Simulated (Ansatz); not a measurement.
How the bulk modulus B0 of Mo3InN (model structure, started from the Ni3MgC type, Pm-3m, No. 221, 5 atoms in the cell) moves with the method

No measured value is used here.

```csv
level (code),value (GPa),cell (Å³/atom)
LDA (Ansatz),267,13.89
PBE (Ansatz),231,14.61
PBEsol (Ansatz),253,14.15
r²SCAN (Ansatz),246,14.42
```

Spin-polarised start: LDA, PBE, PBEsol, r²SCAN. LDA, PBE, PBEsol, r²SCAN: the starting moments vanished in the run, and other orders were not tried. LDA, PBE, PBEsol, r²SCAN: the bulk modulus is −V dP/dV from two relaxed cells at ±2 % in volume. Each level is taken at its own relaxed cell. Cutoffs differ between the levels. Ansatz's density-functional and Hartree–Fock values are scalar-relativistic unless marked +SOC, with PAW data made under PBE.

A model structure was made by putting elements into a prototype or built by hand; it is no filed structure, need not be a known phase, and can be a saddle point held by its symmetry.

Ansatz is a quantum-chemistry and plane-wave program.
